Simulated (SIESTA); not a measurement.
Troubleshooting SIESTA: a failed run on LaZnFeSbO₆ (F-43m, 10 atoms in the cell). The aim is a self-consistent single point with DFT, GGA PBEsol+U, numerical atomic orbitals DZP, PseudoDojo PBEsol standard norm-conserving potentials (rewritten from UPF to PSML).

Cell that was meant: a = 5.6299 Å, b = 5.6299 Å, c = 5.6299 Å, α = 60.00°, β = 60.00°, γ = 60.00°.

Part of the input:

```
XC.authors                   PBEsol
PAO.BasisSize                DZP
PAO.EnergyShift              0.005 Ry
MeshCutoff                   350
%block kgrid.MonkhorstPack
    3   0   0  0.0
    0   3   0  0.0
```

The program printed (abridged):

```
reinit: Reading from file input.fdf

reinit: System Name: LaZnFeSbO6
reinit: System Label: siesta

NOTE on units for spin output:
{S} is the spin magnetic moment, in units of the Bohr magneton,
assuming a g-factor for the electron spin of exactly 2.
The spin magnetic moment is then numerically equal to the charge inbalance,
in units of electrons, between the spin-up and -down channels.

coor:   Atomic-coordinates input format  =     Cartesian coordinates
coor:                                            (in Bohr units)

siesta: Atomic coordinates (Bohr) and species
siesta:      3.76145   3.76145   3.76145  1        1
siesta:     11.28434  11.28434  11.28434  2        2
siesta:      0.00000   0.00000   0.00000  3        3
siesta:      7.52290   7.52290   7.52290  4        4
siesta:      3.77439   7.52290   7.52290  5        5
siesta:      7.52290  11.27140   7.52290  5        6
siesta:     11.27140   7.52290   7.52290  5        7
siesta:      7.52290   3.77439   7.52290  5        8
siesta:      7.52290   7.52290  11.27140  5        9
siesta:      7.52290   7.52290   3.77439  5       10

siesta: System type = bulk

initatomlists: Number of atoms, orbitals, and projectors:     10   153   178

siesta: ******************** Simulation parameters ****************************
redata: Spin configuration                          = collinear
redata: Time-Reversal Symmetry                      = T
redata: Number of Atomic Species                    =        5
ERROR

FDF module: fdf_physical:  no unit specified for MeshCutoff

     File: fdf.F90
     Line:  2144
Note: The following floating-point exceptions are signalling: IEEE_INVALID_FLAG IEEE_OVERFLOW_FLAG
STOP Stopping Program
```

From the messages shown, name the fault and mend the input.

The fault is an energy without its unit. The key takes a value and a unit. To fix it, add the unit. The program stopped before any SCF iteration.

An input that runs soundly differs in these lines (not the only fix; some lines may just follow from the change or write a value another way):
```diff
-MeshCutoff                   350
+MeshCutoff                   350 Ry
```

With that input, the run converged in 96 iterations: free energy E − TS -15203.5701 eV; Fermi level (on the code's own zero) -3.83 eV; pressure -1.86 GPa; largest force (vector length) 0.581 eV/Å; size of the cell's spin moment 4.75 μB (DFT, GGA PBEsol+U, numerical atomic orbitals DZP, PseudoDojo PBEsol standard norm-conserving potentials (rewritten from UPF to PSML)).

On the sound input: the starting cell comes from a database of computed structures (which also holds hypothetical and non-ambient phases and stackings), without a prior relaxation at this level. With one magnetic atom in the cell only a parallel order is possible. With U or open f shells several self-consistent states can exist. Values carry the incompleteness of an atom-centred basis. Without a gap this mesh is coarse (it stands for a supercell whose shortest vector is 17 Å).
